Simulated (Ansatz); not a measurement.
# What pressure 15 GPa does to SiC

Base system: SiC (space group P6_3mc, No. 186; a = 3.078 Å, c = 10.076 Å).

One thing is altered: a hydrostatic pressure of 15 GPa.

Method: plane-wave PAW DFT at the r2SCAN level (Ansatz, an electronic-structure program, 500 eV), spin-orbit coupling left out. Γ-centred 12×12×4 mesh, Fermi–Dirac width 0.05 eV.

```csv
quantity,base,changed,shift
density,3.22 g/cm³,3.42 g/cm³,+0.20 g/cm³
lattice parameter a,3.078 Å,3.018 Å,-0.0594 Å
c/a ratio,3.274,3.273,-0.001
shortest interatomic distance,1.883 Å,1.847 Å,-0.036 Å
enthalpy H = E + PV relative to the base's energy,–,+0.94 eV/atom,–
band gap,2.60 eV,2.62 eV,+0.025 eV
gap character,"indirect, Γ → M","indirect, Γ → M",–
smallest direct gap,3.78 eV,3.81 eV,+0.037 eV
mean gap deformation potential ΔEg/Δln V,–,-0.4 eV,–
"valence-band top at Γ (three highest levels, from the VBM)","0.00, 0.00, -0.05 eV","0.00, 0.00, -0.05 eV",–
"valley order (the lowest conduction-band minima on the path, energy above the VBM, named in the base's zone)","M (1/2, 0, 0) 2.60 eV; H (1/3, 1/3, 1/2) 3.67 eV","M (1/2, 0, 0) 2.62 eV; H (1/3, 1/3, 1/2) 3.70 eV",–
```

Cost of the whole job for the changed cell (relaxation, final SCF and bands): around 110 core-seconds (rough).

Load acts through the strain it causes; cell and atoms are relaxed under it. Stability against distortions was not tested. Competing high-pressure phases were not computed.
